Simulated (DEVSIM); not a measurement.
Device: Al0.25Ga0.75As/GaAs n-p heterojunction, at 400 K.

```tsv
layer (left to right)	material	thickness (μm)	Nd (cm⁻³)	Na (cm⁻³)	τn (s)	τp (s)
1	Al0.25Ga0.75As	1.10	4.2e17	-	2.8e-9	2.8e-9
2	GaAs	3.20	-	1.6e18	2.8e-9	2.8e-9
```

Left contact: ohmic. Right contact: ohmic. Voltage is applied to the left contact. Recombination: SRH at mid-gap. Mobility is constant in doping.

This is a model device: material constants are rounded textbook-type values typed into the input, and sizes, dopings and lifetimes were drawn at random. Values at 300 K; Nc and Nv go as T^1.5, mobilities as T to minus their exponent, the gap by Varshni's rule with the affinity fixed.

| parameter | Al0.25Ga0.75As | GaAs |
|---|---|---|
| gap (eV) | 1.7357 | 1.424 |
| affinity (eV) | 3.8725 | 4.07 |
| permittivity | 12.19 | 12.9 |
| Nc (cm⁻³) | 6.5e17 | 4.7e17 |
| Nv (cm⁻³) | 9e18 | 9e18 |
| μn (cm²/Vs) | 4375 | 8500 |
| μp (cm²/Vs) | 221 | 400 |
| T exponent of μn | 2.1 | 2.1 |
| T exponent of μp | 2.2 | 2.2 |
| Varshni α (eV/K) | 0.000541 | 0.000541 |
| Varshni β (K) | 204 | 204 |

Simulated with DEVSIM: 1D drift-diffusion, Boltzmann statistics, complete ionisation; no tunnelling, impact ionisation, image-force lowering or self-heating. Band offsets follow the typed affinities; no thermionic-emission limit at abrupt steps, no polarisation charge.

Problem. Tabulate band edges, carrier densities and field at zero bias.

Solution. Energies count from the Fermi level of the right contact; mesh points crowd at the junctions.

| x (μm) | Ec (eV) | Ev (eV) | n (cm⁻³) | p (cm⁻³) | field (V/cm) |
|---|---|---|---|---|---|
| 0.000 | 0.030 | -1.659 | 4.2e17 | < 1e2 | ≈ 0 |
| 0.007440 | 0.030 | -1.659 | 4.2e17 | < 1e2 | ≈ 0 |
| 0.02507 | 0.030 | -1.659 | 4.2e17 | < 1e2 | ≈ 0 |
| 0.07102 | 0.030 | -1.659 | 4.2e17 | < 1e2 | ≈ 0 |
| 0.2505 | 0.030 | -1.659 | 4.2e17 | < 1e2 | ≈ 0 |
| 0.6134 | 0.030 | -1.659 | 4.2e17 | < 1e2 | ≈ 0 |
| 0.9111 | 0.030 | -1.659 | 4.2e17 | < 1e2 | ≈ 0 |
| 1.047 | 0.078 | -1.611 | 1.0e17 | < 1e2 | 53000 |
| 1.082 | 0.619 | -1.070 | 1.6e10 | 460000 | 260000 |
| 1.095 | 1.027 | -0.662 | 120000 | 6.3e10 | 350000 |
| 1.101 | 1.036 | -0.342 | 65000 | 6.9e14 | 320000 |
| 1.116 | 1.284 | -0.094 | < 1e2 | 9.1e17 | 45000 |
| 1.148 | 1.303 | -0.074 | < 1e2 | 1.6e18 | 15 |
| 1.231 | 1.303 | -0.074 | < 1e2 | 1.6e18 | ≈ 0 |
| 1.554 | 1.303 | -0.074 | < 1e2 | 1.6e18 | ≈ 0 |
| 2.266 | 1.303 | -0.074 | < 1e2 | 1.6e18 | ≈ 0 |
| 3.397 | 1.303 | -0.074 | < 1e2 | 1.6e18 | ≈ 0 |
| 3.949 | 1.303 | -0.074 | < 1e2 | 1.6e18 | ≈ 0 |
| 4.200 | 1.303 | -0.074 | < 1e2 | 1.6e18 | ≈ 0 |
| 4.264 | 1.303 | -0.074 | < 1e2 | 1.6e18 | ≈ 0 |
| 4.289 | 1.303 | -0.074 | < 1e2 | 1.6e18 | ≈ 0 |
| 4.300 | 1.303 | -0.074 | < 1e2 | 1.6e18 | ≈ 0 |
